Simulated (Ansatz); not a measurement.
**Several settings converged on the (001) slab of Al (cut from a parent of space group no. 225; 4 atoms in the cell)**

```
CELL_PARAMETERS angstrom
      2.87237     0.00000     0.00000
     -2.87237     2.87237     0.00000
      0.00000     0.00000    20.09331
ATOMIC_POSITIONS crystal
  Al 0.00000 0.00000 0.44946
  Al 0.00000 0.50000 0.34837
  Al 0.00000 0.00000 0.65163
  Al 0.00000 0.50000 0.55054
```

Base method: PBEsol, PAW files made with PBE (plane waves; Ansatz, a quantum-chemistry and plane-wave program).

Base settings: basis.ecutwfc = 420 eV; kpoints.mp_grid.grid = 15 15 1; hamiltonian.xc = pbesol; hamiltonian.pseudopotentials = {kind: paw} (the program's default PAW files); scf.occupations.method = gaussian; scf.occupations.width = 0.1 eV.

The count of work is k-points × plane waves × bands × iterations; it is no time. 

**The vacuum**

The mesh stays at the base's, so the ladder's end is converged at best in this setting alone.

Only quantities that move along the ladder and can be compared are tabulated.

| vacuum between outermost atoms (Å) | free energy less the last step's (meV/atom) | largest difference of a force vector from the last step's (eV/Å) | count of work / last |
|---|---|---|---|
| 3.0 | -113.02 | 0.452 | 0.29 |
| 4.0 | -54.63 | 0.255 | 0.36 |
| 5.0 | -22.73 | 0.129 | 0.39 |
| 6.0 | -8.56 | 0.058 | 0.34 |
| 7.0 | -3.13 | 0.020 | 0.36 |
| 8.0 | -1.10 | 0.006 | 0.39 |
| 10.0 | -0.11 | 0.001 | 0.44 |
| 12.0 | -0.01 | 0.000 | 0.50 |
| 14.0 | 0.00 | 0.000 | 0.56 |
| 17.0 | 0.00 | 0.000 | 0.65 |
| 20.0 | 0.00 | 0.000 | 0.72 |
| 25.0 | 0.00 | 0.000 | 0.86 |
| 30.0 | 0.00 | 0.000 | 1.0 |

Smallest vacuum between outermost atoms (Å) that holds the forces within 0.005 eV/Å of the last step, with all finer ones: 10.0, at 0.44 of the last step's count of work; the step before is off by 0.006 eV/Å.

Smallest vacuum between outermost atoms (Å) that holds the free energy within 2 meV/atom of the last step, with all finer ones: 8.0, at 0.39 of the last step's count of work; the step before is off by 3.1 meV/atom.

**The depth of the slab**

On a (001) slab of Al (cut from a parent of space group no. 225; 2 atoms in the cell), and deeper slabs.

Surface energy = (E_slab − N e_bulk)/2A, with e_bulk from the bulk crystal on its finest mesh (560 k-points); errors per atom of slab and bulk, whose meshes differ, grow with N.

The mesh stays at the base's, so the ladder's end is converged at best in this setting alone.

Only quantities that move along the ladder and can be compared are tabulated.

| atoms | unrelaxed surface energy (J/m²) | count of work / last |
|---|---|---|
| 2 | 1.176 | 0.069 |
| 4 | 1.096 | 0.13 |
| 6 | 1.079 | 0.26 |
| 8 | 1.100 | 0.35 |
| 10 | 1.095 | 0.57 |
| 12 | 1.096 | 0.78 |
| 14 | 1.090 | 1.0 |

Smallest size that holds the unrelaxed surface energy within 0.02 J/m² of the last step, with all finer ones: 4, at 0.13 of the last step's count of work; the step before is off by 0.086 J/m².

On the base run: the starting cell has typed, rounded lattice constants, without a prior relaxation at this level. The slab is cut from that crystal, and its faces are unrelaxed. Its lattice was rescaled by up to half a per cent.

Left out of this page: 1 run of the series outside the window shown, repeating another row's setting, or not comparable.

Keys are those of Ansatz 0.2.
